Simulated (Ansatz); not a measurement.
Input and output of a self-consistent single point for YCu₂Ge₂ (I4mm, 5 atoms in the cell) (Ansatz, a first-principles code)

Method of the run: LDA (PW92), default PAW files made with PBE (plane waves; Ansatz).

This input was run:

Ansatz 0.2 input:
```yaml
crystal:
  lattice:
    - [-2.00931400, 2.00931400, 5.12180300]
    - [2.00931400, -2.00931400, 5.12180300]
    - [2.00931400, 2.00931400, -5.12180300]
  atoms:
    - { symbol: Y, position: [0.00488100, 0.00488100, 0.00000000] }
    - { symbol: Cu, position: [0.75000000, 0.25000000, 0.50000000] }
    - { symbol: Cu, position: [0.25000000, 0.75000000, 0.50000000] }
    - { symbol: Ge, position: [0.61934000, 0.61934000, 0.00000000] }
    - { symbol: Ge, position: [0.38066000, 0.38066000, 0.00000000] }
basis:
  ecutwfc: 420.0
kpoints:
  mp_grid:
    grid: [6, 6, 6]
hamiltonian:
  xc: lda
  pseudopotentials:
    kind: paw
scf:
  occupations:
    method: gaussian
    width: 0.1
output:
  forces: true
  eigenvalues: true
  stress: true
```

The program printed (abridged):

```
WARN ansatz: RAYON_NUM_THREADS=1 ignored (pool sized by the plan → 1); use --threads N
basis.fft_grid_basis auto: the FFT boxes are laid along the combinations [[1, 0, 1], [0, 1, 1], [0, 0, 1]] of the cell's own vectors, 4.019, 4.019 and 5.857 Å …
Pseudopotentials: kind: paw
Pseudopotential: Y, paw, valence charge 11
Pseudopotential: Cu, paw, valence charge 19
Pseudopotential: Ge, paw, valence charge 14
Crystal: 5 atoms, lattice volume = 82.714 Å³
Basis set: ecut = 420 eV, 1621 PW (Γ), FFT grids on a1+a3, a2+a3, a3
Bands: 47, of which v1, the nominal top of the filled ones, is band 39 counted from 1 (38 counted from 0)
Symmetry: 8 space group operations
Space group: I4mm (ITA 107), of the structure as read, at distance tolerance 4.4e-5 Å
k-points: 30 of 216 (time reversal used)
PAW frozen core: Y, regenerated for the run's functional, and the local potential with it
PAW frozen core: Cu, regenerated for the run's functional, and the local potential with it
PAW frozen core: Ge, regenerated for the run's functional, and the local potential with it
Initial density: superposition of atomic densities (neutral atoms: chi_scale 0, normalization atom), corrected by the library's trained network
Initial wavefunctions: pseudopotential atomic-orbital guess
Eigensolver: davidson
Functional: x = slater, c = lda
SCF iter   1: F=—  HF=-25291.293408 eV  |F-HF|=—  |Δ(HF+E_count)|=         —  Δρ=1.08e-2  dr2=4.69e-2  ethr=1.77e-3  ⟨swp⟩=5.9  Hψ=4694  notcnv=0  defer=1
all-band conjugate gradients solve this SCF's bands
preconditioner: auto → Resta (q_TF=auto, 2.696 Å⁻¹)
SCF iter   2: F=—  HF=-25291.280561 eV  |F-HF|=—  |Δ(HF+E_count)|=   1.28e-2  Δρ=2.86e-3  dr2=7.84e-3  ethr=6.09e-5  ⟨swp⟩=3.0  Hψ=2935  notcnv=0  defer=12
preconditioner: auto → Kerker (q_TF=auto, 2.696 Å⁻¹)
SCF iter   3: F=—  HF=-25291.279328 eV  |F-HF|=—  |Δ(HF+E_count)|=   1.23e-3  Δρ=1.97e-3  dr2=2.92e-3  ethr=1.02e-5  ⟨swp⟩=2.0  Hψ=1620  notcnv=0  defer=12
SCF iter   4: F=—  HF=-25291.278777 eV  |F-HF|=—  |Δ(HF+E_count)|=   5.51e-4  Δρ=8.55e-4  dr2=5.50e-4  ethr=3.79e-6  ⟨swp⟩=2.2  Hψ=1809  notcnv=0  defer=12
SCF iter   5: F=—  HF=-25291.278603 eV  |F-HF|=—  |Δ(HF+E_count)|=   1.74e-4  Δρ=1.77e-4  dr2=4.47e-5  ethr=7.14e-7  ⟨swp⟩=2.0  Hψ=2155  notcnv=0  defer=12
SCF iter   6: F=—  HF=-25291.278591 eV  |F-HF|=—  |Δ(HF+E_count)|=   1.18e-5  Δρ=3.56e-5  dr2=2.20e-6  ethr=5.81e-8  ⟨swp⟩=2.1  Hψ=1840  notcnv=0  defer=12
SCF iter   7: F=—  HF=-25291.278591 eV  |F-HF|=—  |Δ(HF+E_count)|=   2.29e-7  Δρ=1.31e-5  dr2=2.63e-7  ethr=2.85e-9  ⟨swp⟩=2.4  Hψ=1995  notcnv=0  defer=12
SCF iter   8: F=-25291.278591 eV  HF=-25291.278591 eV  |F-HF|=1.43e-8  |Δ(HF+E_count)|=   7.86e-8  Δρ=2.83e-6  dr2=1.22e-8  ethr=1.30e-10  ⟨swp⟩=8.0  Hψ=5199  notcnv=0
SCF 1 converged in 8 iterations: F = -25291.278591 eV  dr2 = 1.22e-8
SCF converged after 8 iterations
Free energy (F): -25291.278591 eV
Harris-Foulkes:  -25291.278591 eV  (|F-HF|=1.43e-8)
Internal energy: -25291.274363 eV  (E = F + TS)
E sigma→0 (E₀):  -25291.276477 eV
Entropy (-TS):   -0.004227 eV (-0.845 meV/atom)
Fermi energy:    13.642397 eV
--- Per-component energies (eV) ---
  E_band       = -1090.226961
  E_kinetic    = 1134.041708
  E_local      = -15259.531710  (includes V_loc(G=0)·N_el)
  E_nonlocal   = 1685.970477
  E_hartree    = 6755.303598
  E_xc         = -503.977955
  E_vxc        = -564.775993  (∫ρ·V_xc dr)
  E_paw        = -9794.450965  (= ΣΔE_a)
  E_vpaw       = -1596.543430  (= ΣTr[D̂ρ^β])
  E_aug_tail   = 0.001011  (compensation charges beyond the density's cutoff)
  E_ewald      = -9313.676086
  E_core_change = 5.045558  (= ΣΔE_core)
  E_smearing   = -0.004227  (= −TS)
  E_closure    = -0.000000  (closes the sum)
  Σ components = -25291.278591   (vs F -25291.278591, Δ=0.00e0)
--- Forces (eV/Å), atoms counted from 1 ---
  atom   1  Y     -0.00000000     0.00000000    -0.16483300
  atom   2  Cu     0.00000000    -0.00000000     0.06042272
  atom   3  Cu    -0.00000000     0.00000000     0.06042272
  atom   4  Ge     0.00000000     0.00000000     0.34779814
  atom   5  Ge    -0.00000000    -0.00000000    -0.30378838
  max |Σ_I F_I| component: 2.22e-5 eV/Å
--- Stress (GPa, compression-positive) ---
       -5.033955       0.000000      -0.000000
        0.000000      -5.033955      -0.000000
        0.000000       0.000000      -5.778029
  P = ⅓ Tr σ = -5.2820 GPa (-52.820 kbar)
  The stress holds the Pulay correction. Without it, at fixed plane waves, as pw.x and ABINIT print it: P = -5.3294 GPa
--- Band table (eV; the first three rows and the last of 30) ---
  k-point 0: bands = ["-98.7955", "-98.7936", "-56.6353", "-56.6327", "-56.6053", "-56.6053", "-56.5890", "-56.5890", "-28.9896", "-11.0264", "-10.9427", "-10.9427", "-10.8574", "-10.8477", "-10.8469", "-10.8463", "-10.8463", "-10.8298", "-10.7935", [...]
  k-point 1: bands = ["-98.7953", "-98.7938", "-56.6350", "-56.6330", "-56.6059", "-56.6016", "-56.5928", "-56.5884", "-28.9868", "-11.0262", "-10.9440", "-10.9411", "-10.8556", "-10.8529", "-10.8476", "-10.8454", "-10.8440", "-10.8317", "-10.7901", [...]
  k-point 2: bands = ["-98.7948", "-98.7943", "-56.6343", "-56.6336", "-56.6078", "-56.5998", "-56.5946", "-56.5867", "-28.9812", "-11.0253", "-10.9472", "-10.9467", "-10.8532", "-10.8514", "-10.8492", "-10.8430", "-10.8393", "-10.8386", "-10.7846", [...]
  k-point 29: bands = ["-98.7955", "-98.7936", "-56.6353", "-56.6327", "-56.6053", "-56.6053", "-56.5890", "-56.5890", "-28.9895", "-11.0285", "-10.9473", "-10.9473", "-10.8607", "-10.8441", "-10.8436", "-10.8412", "-10.8412", "-10.8335", [...]
```

The run converged in 8 iterations.

The starting cell comes from a database of computed structures (which also holds hypothetical and non-ambient phases and stackings), without a prior relaxation at this level. Its lattice was rescaled by up to half a per cent. One atom was moved a little off its site on purpose. Spin polarisation is off. With a pressure of about -5 GPa the cell is away from its equilibrium volume at this level. Ansatz's pressure includes its estimate of the finite-basis (Pulay) stress.
